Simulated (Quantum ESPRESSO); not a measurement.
**Short convergence ladders for VW (Cmm2, 2 atoms in the cell)**

```yaml
crystal:
  lattice:
    - [1.55277, -2.23052, 0.00000]
    - [1.55277, 2.23052, 0.00000]
    - [0.00000, 0.00000, 4.29276]
  atoms:
    - { symbol: V, position: [0.00000, 0.00000, 0.01165] }
    - { symbol: W, position: [0.50000, 0.50000, 0.50000] }
```

Base method: PBEsol, GBRV 1.5 ultrasoft (PBESOL) pseudopotentials (plane waves; Quantum ESPRESSO).

Base settings: ecutwfc = 50 Ry; ecutrho = 400 Ry; occupations = smearing; smearing = gaussian; degauss = 0.0073499 Ry; potentials = {V: v_pbesol_v1.4.uspp.F.UPF, W: w_pbesol_v1.2.uspp.F.UPF}; K_POINTS = automatic 5 5 3 0 0 0; conv_thr = 1e-11 Ry; mixing_beta = 0.4.

The count of work is k-points × plane waves × bands × iterations; it is no time. Core times come from one kind of shared machine, to one figure; runs under 30 s give none.

**The cutoff for other potential files**

Level: DFT, PBEsol, plane waves, PSlibrary ultrasoft (PBE) pseudopotentials.

In this ladder: pseudopotentials = {V: V.pbe-spn-rrkjus_psl.1.0.0.UPF, W: W.pbe-spn-rrkjus_psl.1.0.0.UPF}; input_dft = pbesol. Moved along: ecutrho.

The second cell is the first with its lattice scaled by 0.98.

The mesh stays at the base's, so the ladder's end is converged at best in this setting alone.

Only quantities that move along the ladder and can be compared are tabulated.

| ecutwfc | free energy less the last step's (meV/atom) | energy of the compressed cell less the first (meV/atom) | pressure (GPa) | largest difference of a force vector from the last step's (eV/Å) | count of work / last | core time / last (rough) |
|---|---|---|---|---|---|---|
| 25 Ry | 7872.73 | 99.70 | -347.10 | 0.045 | 0.12 | – |
| 30 Ry | 2171.91 | 37.85 | -127.55 | 0.059 | 0.15 | – |
| 38 Ry | 272.72 | -10.74 | -27.86 | 0.028 | 0.21 | – |
| 47 Ry | 54.47 | -12.35 | -10.38 | 0.000 | 0.32 | – |
| 55 Ry | 38.08 | -12.35 | -9.77 | 0.001 | 0.36 | – |
| 66 Ry | 16.65 | -12.56 | -9.88 | 0.001 | 0.47 | 0.5 |
| 82 Ry | 3.64 | -12.57 | -9.23 | 0.000 | 0.69 | 0.7 |
| 110 Ry | 0.00 | -12.61 | -9.21 | 0.000 | 1.0 | 1 |

Coarsest ecutwfc that holds the forces within 0.02 eV/Å of the last step, with all finer ones: 47 Ry, at 0.32 of the last step's count of work; the step before is off by 0.028 eV/Å.

Coarsest ecutwfc that holds the energy of the compressed cell less the first within 0.2 meV/atom of the last step, with all finer ones: 66 Ry; the step before is off by 0.26 meV/atom.

Coarsest ecutwfc that holds the free energy within 5 meV/atom: not settled: the last two steps still differ by 3.6 meV/atom, over half the tolerance, so the ladder does not show it.

At the lowest cutoff the pressure lies 338 GPa under the last step's, the usual sign of Pulay stress in an incomplete plane-wave basis.

**The density cutoff**

The mesh stays at the base's, so the ladder's end is converged at best in this setting alone.

Only quantities that move along the ladder and can be compared are tabulated.

```csv
ecutrho,free energy less the last step's (meV/atom),pressure (GPa)
100 Ry,-4.46,-9.10
150 Ry,-0.01,-9.35
200 Ry,0.03,-9.36
250 Ry,0.02,-9.35
300 Ry,0.01,-9.36
400 Ry,0.00,-9.36
500 Ry,0.00,-9.35
600 Ry,0.00,-9.36
800 Ry,0.00,-9.36
```

Coarsest ecutrho that holds the free energy within 1 meV/atom of the last step, with all finer ones: 150 Ry; the step before is off by 4.5 meV/atom.

Coarsest ecutrho that holds the pressure within 0.1 GPa of the last step, with all finer ones: 150 Ry; the step before is off by 0.25 GPa.

On the base run: the starting cell comes from a database of computed structures (which also holds hypothetical and non-ambient phases and stackings), without a prior relaxation at this level. Its lattice was rescaled by up to half a per cent. One atom was moved a little off its site on purpose. Spin polarisation is off. In the base run, with a pressure of about -9 GPa the cell is away from its equilibrium volume at this level. Without a gap this mesh is coarse (it stands for a supercell whose shortest vector is 13 Å).
